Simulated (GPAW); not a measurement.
Band structure of TlSbS₂ (P-1, 8 atoms in the cell).

```
CELL_PARAMETERS angstrom
      6.43032     0.00000     0.00000
      0.13669     6.55663     0.00000
      2.52178     2.84341     6.01819
ATOMIC_POSITIONS crystal
  Tl 0.87064 0.61402 0.74368
  Tl 0.12936 0.38598 0.25632
  Sb 0.40930 0.08577 0.75110
  Sb 0.59070 0.91423 0.24890
  S  0.78230 0.09192 0.79031
  S  0.21770 0.90808 0.20969
  S  0.37114 0.72112 0.73003
  S  0.62886 0.27888 0.26997
```

Method of the run: PBEsol, GPAW PAW datasets PBEsol (made by gpaw-setup) (plane waves; GPAW).

Settings: mode = pw; ecut = 600 eV; xc = PBEsol; kpts = 2 2 2; mesh shift (steps) = 0 0 0; occupations.name = fermi-dirac; occupations.width = 0.01 eV; nbands = -8; convergence.bands = -6; symmetry.symmorphic = false; symmetry.tolerance = 0.0005; maxiter = 150; bandpath_npoints = 40.

The starting cell comes from a database of computed structures (which also holds hypothetical and non-ambient phases and stackings), without a prior relaxation at this level. Its lattice was rescaled by a random factor within 2.5 % of one. Spin-orbit coupling is off.

Task: Predict the gap along the standard path and the places of the band edges.

Result: The gap along the path is 1.22 eV, direct at Z|N to within 0.01 eV.

Levels in eV from the top of the valence band on the SCF mesh, bands 37 to 44:
| point | 37 | 38 | 39 | 40 | 41 | 42 | 43 | 44 |
|---|---|---|---|---|---|---|---|---|
| X | -0.98 | -0.97 | -0.47 | -0.24 | 1.68 | 2.16 | 2.19 | 3.03 |
| Γ | -1.53 | -1.17 | -0.53 | -0.30 | 1.87 | 2.22 | 3.16 | 3.65 |
